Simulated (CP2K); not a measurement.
Input and output of a self-consistent single point for TlSbO3 (P-31c, 20 atoms in the cell) (CP2K).

Method: PBEsol, GPW, DZVP-MOLOPT-SR-GTH basis, GTH-PBE potentials (GTH_POTENTIALS) (CP2K 2026.2).

```yaml
crystal:
  lattice:
    - [5.33071, 0.00000, 0.00000]
    - [-2.66535, 4.61653, 0.00000]
    - [0.00000, 0.00000, 14.72639]
  atoms:
    - { symbol: Tl, position: [0.66667, 0.33333, 0.92916] }
    - { symbol: Tl, position: [0.33333, 0.66667, 0.07084] }
    - { symbol: Tl, position: [0.66667, 0.33333, 0.57084] }
    - { symbol: Tl, position: [0.33333, 0.66667, 0.42916] }
    - { symbol: Sb, position: [0.66667, 0.33333, 0.25000] }
    - { symbol: Sb, position: [0.33333, 0.66667, 0.75000] }
    - { symbol: Sb, position: [0.00000, 0.00000, 0.25000] }
    - { symbol: Sb, position: [0.00000, 0.00000, 0.75000] }
    - { symbol: O, position: [0.28591, 0.33334, 0.82520] }
    - { symbol: O, position: [0.71409, 0.66666, 0.17480] }
    - { symbol: O, position: [0.66666, 0.95257, 0.82520] }
    - { symbol: O, position: [0.33334, 0.04743, 0.17480] }
    - { symbol: O, position: [0.04743, 0.71409, 0.82520] }
    - { symbol: O, position: [0.95257, 0.28591, 0.17480] }
    - { symbol: O, position: [0.66666, 0.71409, 0.67480] }
    - { symbol: O, position: [0.33334, 0.28591, 0.32520] }
    - { symbol: O, position: [0.04743, 0.33334, 0.67480] }
    - { symbol: O, position: [0.95257, 0.66666, 0.32520] }
    - { symbol: O, position: [0.28591, 0.95257, 0.67480] }
    - { symbol: O, position: [0.71409, 0.04743, 0.32520] }
```

Reference input (self-consistent single point, DFT PBEsol, GPW, DZVP-MOLOPT-SR-GTH basis, GTH-PBE potentials (GTH_POTENTIALS)): CUTOFF = 500 Ry; REL_CUTOFF = 60 Ry; KPOINTS/SCHEME = MONKHORST-PACK 4 4 2; XC_FUNCTIONAL = PBE:PBESOL; Tl/BASIS_SET = DZVP-MOLOPT-SR-GTH-q13; Tl/POTENTIAL = GTH-PBE-q13; Sb/BASIS_SET = DZVP-MOLOPT-SR-GTH-q5; Sb/POTENTIAL = GTH-PBE-q5; O/BASIS_SET = DZVP-MOLOPT-SR-GTH-q6; O/POTENTIAL = GTH-PBE-q6; METHOD = GPW; EPS_DEFAULT = 1e-10. This run's input differs from it in these lines:

```diff
@@ -36,3 +36,3 @@
     &KPOINTS
-      SCHEME MONKHORST-PACK 4 4 2
+      SCHEME MACDONALD 3 3 1 0.1666666667 0.1666666667 0.5
     &END KPOINTS
```

The program printed (abridged):

```
 SCF WAVEFUNCTION OPTIMIZATION

  Step     Update method      Time    Convergence         Total energy    Change
     1 NoMix/Diag. 0.20E+00      -     2.01697327      -413.7702744664 -4.14E+02
     2 Broy./Diag. 0.20E+00      -     0.09013132      -394.4252152883  1.93E+01
     3 Broy./Diag. 0.20E+00      -     0.22559501      -405.1544855730 -1.07E+01
     4 Broy./Diag. 0.20E+00      -     0.02919258      -415.2589436664 -1.01E+01
     5 Broy./Diag. 0.20E+00      -     0.09685605      -412.6575123510  2.60E+00
     6 Broy./Diag. 0.20E+00      -     0.00296335      -413.4396492953 -7.82E-01
   [... 23 lines left out ...]
    30 Broy./Diag. 0.20E+00      -     0.00000025      -413.0714471123 -6.10E-06
    31 Broy./Diag. 0.20E+00      -     0.00000019      -413.0714467585  3.54E-07
    32 Broy./Diag. 0.20E+00      -     0.00000015      -413.0714437871  2.97E-06
    33 Broy./Diag. 0.20E+00      -     0.00000005      -413.0714464331 -2.65E-06
  *** SCF run converged in    33 steps ***

  Overlap energy of the core charge distribution:               0.00000062671146
  Self energy of the core charge distribution:               -892.84730559099683
  Core Hamiltonian energy:                                    254.28007827915886
  Hartree energy:                                             299.26766664126166
  Exchange-correlation energy:                                -73.77188638925395

  Total energy:                                              -413.07144643311887

 ENERGY| Total FORCE_EVAL ( QS ) energy [hartree]           -413.071451288751064

 FORCES| Atomic forces [hartree/bohr]
 FORCES|   Atom     x               y               z               |f|
 FORCES|      1  1.10553235E-04 -6.90526227E-05 -5.41937811E-04   5.57392925E-04
   [... lines left out ...]

 STRESS| Analytical stress tensor [bar]
 STRESS|                        x                   y                   z
 STRESS|      x        7.85872254284E+04  -8.20041477107E+01   4.33474992023E+01
 STRESS|      y       -8.20041477107E+01   7.84931045500E+04   7.50212415997E+01
 STRESS|      z        4.33474992023E+01   7.50212415997E+01   6.24263940743E+04
 STRESS| 1/3 Trace                                             7.31689080176E+04
```

The run converged in 33 iterations. Against the reference run the free energy hardly moves (within 1 meV/atom), the pressure moves little (7.31 to 7.32 GPa), the largest force moves little (1.252 to 1.253 eV/Å) and the gap on the mesh goes from 2.698 to 2.890 eV.

The starting cell comes from a database of computed structures (which also holds hypothetical and non-ambient phases and stackings), without a prior relaxation at this level. Spin-orbit coupling is off. Values carry the incompleteness of an atom-centred basis. The potentials were made for another functional than the one used. With a pressure of about 7 GPa the cell is away from its equilibrium volume at this level. Forces in this geometry exceed 1 eV/Å. Another mesh or the band path of this cell gives a smaller gap, so this value is not converged in the mesh.

Cost on one core of a shared machine: roughly 6 min.
